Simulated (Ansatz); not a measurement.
Band structure of TiO2 (I4_1/amd, 6 atoms in the cell).

```xyz
6
Lattice="-1.9094 1.9094 4.8537 1.9094 -1.9094 4.8537 1.9094 1.9094 -4.8537" Properties=species:S:1:pos:R:3 pbc="T T T"
Ti     0.0000     0.0000     0.0000
Ti     0.0000     1.9094     2.4268
O      0.0000     1.9094     4.4377
O      0.0000     0.0000     2.0109
O      0.0000     0.0000     7.6965
O      0.0000     1.9094     0.4160
```

Method: PBE (plane waves, PAW; Ansatz, a program for electronic structure).

Settings: kpoints.mp_grid.grid = 8 8 8; hamiltonian.xc = pbe; hamiltonian.pseudopotentials = {kind: paw} (the program's default PAW files); scf.occupations.method = fermi_dirac; scf.occupations.width = 0.0037 Ry; kpoints.band_path.npoints = 8.

The starting cell comes from a database of computed structures (which also holds hypothetical and non-ambient phases and stackings), without a prior relaxation at this level. Its lattice was rescaled by a random factor within 2.5 % of one.

Q: Predict the gap along the standard path and the places of the band edges.

A: The gap along the path is 2.07 eV, from a point between Γ and X to Γ; the smallest direct gap on it is 2.39 eV.

Levels in eV from the top of the valence band on the path, bands 21 to 28:
```
point     21     22     23     24    25    26    27    28
-----  -----  -----  -----  -----  ----  ----  ----  ----
Γ      -0.81  -0.78  -0.43  -0.43  2.07  2.73  3.86  3.86
X      -1.98  -1.98  -0.05  -0.05  3.17  3.17  3.63  3.63
Y      -1.83  -1.83  -0.09  -0.09  3.15  3.15  3.58  3.58
S      -1.17  -0.91  -0.85  -0.84  3.12  3.35  3.42  3.42
Z      -1.25  -1.25  -0.12  -0.12  2.39  2.39  3.62  3.62
S1     -1.17  -0.91  -0.85  -0.84  3.12  3.35  3.42  3.42
N      -1.87  -0.88  -0.88  -0.65  3.12  3.40  3.43  3.48
P      -1.56  -1.56  -0.24  -0.24  3.39  3.39  3.43  3.43
Y1     -1.83  -1.83  -0.09  -0.09  3.15  3.15  3.58  3.58
```

Keys are those of Ansatz 0.2.
